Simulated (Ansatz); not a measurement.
The starting structures come from a database of crystals and need not be the phases stable at ambient conditions.

By PBEsol, the system below comes out a metal.

Data:

```xyz
12
Lattice="5.1568 0.0000 0.0000 -2.5784 4.4659 0.0000 0.0000 0.0000 8.3729" Properties=species:S:1:pos:R:3 pbc="T T T"
Mg     0.0000     2.9773     0.5210
Mg     2.5784     1.4886     7.8518
Mg     2.5784     1.4886     4.7075
Mg     0.0000     2.9773     3.6654
Zn     0.0000     0.0000     0.0000
Zn     0.0000     0.0000     4.1864
Zn     1.2651     3.7077     6.2796
Zn     1.3133     0.7582     2.0932
Zn     2.5784     2.9495     2.0932
Zn     0.0000     1.5165     6.2796
Zn    -1.2651     3.7077     6.2796
Zn     3.8435     0.7582     2.0932
```

Space group of this cell: P6_3/mmc. The cell is taken as given; by PBEsol its mean pressure is -0.9 GPa.

The current flows along the normal of the first two printed cell vectors, the (001) plane of the conventional cell. No spin-orbit coupling; the value is a mean over 0.1 eV about the Fermi level.

Give the ballistic conductance per area that Ansatz (a program for electronic structure) with PBEsol yields.

0.49 × 10¹⁵ S/m² for both spins.
